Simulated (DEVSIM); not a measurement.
System: Schottky contact on n-type GaN, at 400 K.

Layer 1 from the left is GaN, thickness (μm) 0.440, Nd (cm⁻³) 2.1e17, τn (s) 2.5e-8, τp (s) 2.5e-8. Layer 2 from the left is GaN, thickness (μm) 0.950, Nd (cm⁻³) 1.2e18, τn (s) 2.5e-8, τp (s) 2.5e-8.

Left contact: Schottky, work function 4.96 eV, emission velocity 2.8e6 cm/s. Right contact: ohmic. Voltage is applied to the left contact. Recombination: SRH at mid-gap. Mobility is μmin + (μ − μmin)/(1 + (N/Nref)^α).

The device is made up for the run: typed textbook-type constants, with dimensions and the other settings drawn at random. Values at 300 K; Nc and Nv go as T^1.5, mobilities as T to minus their exponent, the gap by Varshni's rule with the affinity fixed.

GaN: gap (eV) 3.43, affinity (eV) 4.1, permittivity 9.5, Nc (cm⁻³) 2.3e18, Nv (cm⁻³) 4.6e19, μn (cm²/Vs) 1200, μp (cm²/Vs) 100, μn,min 55, μp,min 3, Nref,n 2e17, Nref,p 3e17, αn 1, αp 2, T exponent of μn 1.5, T exponent of μp 2, Varshni α (eV/K) 0.00091, Varshni β (K) 830.

Model (solved in DEVSIM): 1D drift-diffusion, Boltzmann statistics, complete ionisation; no tunnelling, impact ionisation, image-force lowering or self-heating. Metal contacts follow the ideal Schottky-Mott rule: no Fermi-level pinning, no interface dipoles.

Dark forward current:

```tsv
|V| (V)	|J| (A/cm²)
0.05	7.353e-5
0.10	0.0003867
0.15	0.001721
0.20	0.007401
0.25	0.03158
0.30	0.1345
0.35	0.5722
0.40	2.432
0.45	10.31
0.50	43.47
0.55	179.4
0.60	689.5
0.65	2203
```

Q: Work out the local ideality factor n = ΔV / (kT/q · ln(J2/J1)) between the rows 0.15 and 0.20 V, 0.60 and 0.65 V.

A: kT/q = 34.47 mV. From 0.15 to 0.20 V: ln(0.007401/0.001721) = 1.459, n = 0.99, near the 1 of diffusion or emission over a barrier. From 0.60 to 0.65 V: ln(2203/689.5) = 1.162, n = 1.25; the layers' resistance at their doping, Σ W/(qμN) = 6.8e-6 Ω cm², would take 10 mV of this step of 50 mV.

Q: Estimate the current at 0.35 V for emission alone, J0 = q v N_band exp(−φB/kT), and read the barrier back from the simulated current.

A: φB = 0.860 eV, N_band = 3.54e18 cm⁻³, J0 = 2.32e-5 A/cm²; J = J0 (exp(qV/kT) − 1) = 0.596 A/cm². The simulation gives 0.572 A/cm²; the estimate lies 4.2 % above. Read backwards, the simulated current gives an apparent barrier of 0.861 eV. The estimate leaves out transport through the depletion region and minority injection.
